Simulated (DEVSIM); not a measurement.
Device: abrupt Si n-p junction, at 400 K.

Layer 1 from the left is Si, thickness (μm) 1.30, Nd (cm⁻³) 2e17, τn (s) 6.7e-5, τp (s) 6.7e-5. Layer 2 from the left is Si, thickness (μm) 5.80, Na (cm⁻³) 2.1e17, τn (s) 6.7e-5, τp (s) 6.7e-5.

Left contact: ohmic. Right contact: ohmic. Voltage is applied to the left contact. Recombination: SRH at mid-gap, radiative. Mobility is constant in doping.

This is a model device: material constants are rounded textbook-type values typed into the input, and sizes, dopings and lifetimes were drawn at random. Values at 300 K; Nc and Nv go as T^1.5, mobilities as T to minus their exponent, the gap by Varshni's rule with the affinity fixed.

Si: gap (eV) 1.124, affinity (eV) 4.05, permittivity 11.7, Nc (cm⁻³) 2.86e19, Nv (cm⁻³) 3.1e19, μn (cm²/Vs) 1417, μp (cm²/Vs) 470, T exponent of μn 2.3, T exponent of μp 2.2, B (cm³/s) 4.7e-15, Varshni α (eV/K) 0.000473, Varshni β (K) 636.

Task: Estimate by hand the built-in potential, the peak field at zero bias, the capacitance at 0.5 V, and compare with a numerical solution.

Result: 
- Built-in potential: ni = √(Nc Nv) exp(−Eg/2kT) = 5.68e12 cm⁻³ with Eg = 1.096 eV; Vbi = kT/q ln(Na Nd/ni²) = 0.723 V; numerical 0.723 V.
- Peak field at zero bias: depletion approximation: W = √(2εVbi/(qN)) = 0.0956 μm with N = 1.02e17 cm⁻³; field = 2Vbi/W = 151000 V/cm; numerical 144000 V/cm (estimate above by 5.1 %).
- Capacitance at 0.5 V: C = √(qεN / 2(Vbi + |V|)) = 83.4 nF/cm²; numerical 85.8 nF/cm² (estimate below by 2.9 %).

DEVSIM, 1D drift-diffusion, Boltzmann statistics, complete ionisation; no tunnelling, impact ionisation, image-force lowering or self-heating.
